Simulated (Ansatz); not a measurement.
**PbSe: response to strain**

Consider PbSe in the rock salt structure (space group Fm-3m, No. 225; a = 6.102 Å).

Strains are applied to the cell and any free atomic positions relax.

Level of theory: Kohn–Sham DFT with the PBEsol functional, run in Ansatz (a quantum-chemistry and plane-wave program) with PAW and 420 eV plane waves, spin-orbit coupling left out.

```tsv
case	shortest interatomic distance	pressure	band gap
base	5.765 bohr	0.0 GPa	0.17 eV
isotropic strain −1.50 %	5.679 bohr	2.7 GPa	zero
isotropic strain −1.00 %	5.708 bohr	1.72 GPa	0.06 eV
isotropic strain −0.50 %	5.736 bohr	0.83 GPa	0.11 eV
isotropic strain +0.50 %	5.794 bohr	-0.77 GPa	0.22 eV
isotropic strain +1.00 %	5.823 bohr	-1.49 GPa	0.27 eV
isotropic strain +1.50 %	5.852 bohr	(withheld)	0.31 eV
isotropic strain +2.00 %	5.880 bohr	(withheld)	(withheld)
isotropic strain +2.50 %	5.909 bohr	(withheld)	0.40 eV
isotropic strain +3.00 %	5.938 bohr	-3.90 GPa	0.44 eV
```

Task: What belongs in the blanks?

Result: 
- isotropic strain +1.50 %, pressure: -2.16 GPa
- isotropic strain +2.00 %, pressure: -2.79 GPa
- isotropic strain +2.00 %, band gap: 0.36 eV
- isotropic strain +2.50 %, pressure: -3.36 GPa

With Pb present, leaving out spin-orbit coupling can change the band edges. Stability against distortions was not tested. The final runs are not spin-polarised. A zero or small gap of PbSe can be the functional's error rather than a property of the material.
